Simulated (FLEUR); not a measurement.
Worked example: self-consistent single point of Ir3Os (Pm-3m, 4 atoms in the cell) in FLEUR.

Method of the run: LDA (Perdew-Zunger), all-electron FLAPW (FLEUR), scalar-relativistic valence in FLEUR.

```
Ir3Os
1.0
    3.84807     0.00000     0.00000
    0.00000     3.84807     0.00000
    0.00000     0.00000     3.84807
Os Ir
1 3
Direct
  0.00000   0.00000   0.00000
  0.00000   0.50000   0.50000
  0.50000   0.00000   0.50000
  0.50000   0.50000   0.00000
```

Reference input (self-consistent single point, DFT, PBEsol, all-electron FLAPW (FLEUR), scalar-relativistic valence): Kmax = 4.2 1/bohr; GmaxXC = 16.8 1/bohr; xcFunctional = PBEs; jspins = 1; l_soc = F; mode = hist; fermiSmearingEnergy = 0.00367493 Htr; mesh (inpgen div1-3) = 11 11 11; inpgen gamma flag = false; Gmax = 16.8 1/bohr; numbands = 0; maxIterBroyd = 40. This run's input differs from it in these lines:

```diff
@@ -16,3 +16,3 @@
 &comp jspins=1 /
-&exco xctyp='PBEs' /
+&exco xctyp='pz' /
 &kpt div1=11 div2=11 div3=11 /
@@ -29,3 +29,3 @@
       <coreElectrons ctail="T" frcor="F" kcrel="0" coretail_lmax="0"/>
-      <xcFunctional name="PBEs" relativisticCorrections="F"/>
+      <xcFunctional name="pz" relativisticCorrections="F"/>
       <magnetism jspins="1"/>
```

Output (repeated stretches shortened):

```
 Iteration:     1   Distance:      14.79327299 me/bohr^3
 Iteration:     2   Distance:      13.56840599 me/bohr^3
 Iteration:     3   Distance:       6.27678429 me/bohr^3
 Iteration:     4   Distance:       1.63268253 me/bohr^3
 Iteration:     5   Distance:       1.24898102 me/bohr^3
   [... 6 lines left out ...]
 Iteration:    12   Distance:       0.00025685 me/bohr^3
 Iteration:    13   Distance:       0.00016341 me/bohr^3
 Iteration:    14   Distance:       0.00007411 me/bohr^3
 Iteration:    15   Distance:       0.00000476 me/bohr^3
 Run finished successfully
 Stop message:
   Structural relaxation: Done

[file out, last iteration]
             iter=     16
[...]
          total density-effective poten   -1.2399443086E+05
          total charge density-energy d   -1.3485265147E+03
 Updated energy parameters for spin:           1
[...]
 fermi energy and band-weighting factors:

[...]
FERMIE:
          first approx. to ef    (T=0)  :   0.663783 htr   (energy of the highest occ. eigenvalue)
          number of occ. states  (T=0)  :       1637
          first approx. to seigv (T=0)  :  -9.188912 htr
          sum of weights of occ. states :  29.502630
          sum of semicore charge        :   0.000000 e
FERHIS:  Fermi-Energy by histogram:
          bandgap                     :   0.000360 htr
   [... lines left out ...]
          charge neutrality (T=0)     :   0.005259    (zero if the highest occ. eigenvalue is "entirely" occupied)
     EF_NEWTON:  Adjust Fermi-Energy by Newton-Method.
 Direct bandgap for spin            1 :    4.1768076887470640E-003  Htr
 ---->    free energy=                    -70816.4723358941 htr
   [... lines left out ...]
      extrapolation for T->0
 ---->    total electron energy=          -70816.4702034226 htr
 ***** TOTAL FORCES ON ATOMS *****
 TOTAL FORCE FOR ATOM TYPE=  1  X=  0.000   Y=  0.000   Z=  0.000
                       FX_TOT= 0.000000 FY_TOT= 0.000000 FZ_TOT= 0.000000
 TOTAL FORCE FOR ATOM TYPE=  2  X=  0.000   Y=  3.636   Z=  3.636
                       FX_TOT= 0.000000 FY_TOT= 0.000000 FZ_TOT= 0.000000
 Structural relaxation: Done
```

The run converged in 15 iterations. FLEUR gives forces in its relaxation mode, with a further iteration, so its stop message speaks of a relaxation. 

The starting cell comes from a database of computed structures (which also holds hypothetical and non-ambient phases and stackings), without a prior relaxation at this level. Spin-orbit coupling is off. Spin polarisation is off. Values depend on the basis (sphere radii, cutoffs, local orbitals), which need not be converged. The log's line on a gap gives a spacing of levels on this mesh, which the program prints for metals too.

Cost on one core of a shared machine: roughly 2 min.
